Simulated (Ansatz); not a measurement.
The reference is WSi₂ (space group I4/mmm, No. 139; relaxed with 0.1 eV smearing).

```cif
data_Si2W
_chemical_formula_sum 'Si2 W1'
_space_group_name_H-M_alt 'P 1'
_space_group_IT_number 1
_cell_length_a 4.51738
_cell_length_b 4.51738
_cell_length_c 4.51738
_cell_angle_alpha 138.480
_cell_angle_beta 138.480
_cell_angle_gamma 60.168
loop_
_space_group_symop_operation_xyz
  'x, y, z'
loop_
_atom_site_label
_atom_site_type_symbol
_atom_site_fract_x
_atom_site_fract_y
_atom_site_fract_z
_atom_site_occupancy
Si1 Si 0.66552 0.66552 0.00000 1
Si2 Si 0.33448 0.33448 0.00000 1
W1 W 0.00000 0.00000 0.00000 1
```

All numbers come from DFT with PBEsol, PAW potentials and a 420 eV plane-wave cutoff in Ansatz (a first-principles code), scalar-relativistic without spin-orbit coupling.

Before the change:

```
Item       Result
--------  -------
Pressure  0.0 GPa
Band gap     zero
```

The change: every lattice vector is shortened by 3.00 %, atoms relaxed at fixed cell.

Problem. How does this affect the energy relative to the base?

Solution. The energy rises by 87 meV/atom.

Problem. What does the calculation give for the pressure after the change?

Solution. The pressure (mean of the normal stresses, compression positive) goes from zero to 25.9 GPa.

Problem. Estimate the effect on the band gap.

Solution. The band gap remains zero.

The cells carry an imposed strain or load. No phonon test of stability was made. The final runs are not spin-polarised.
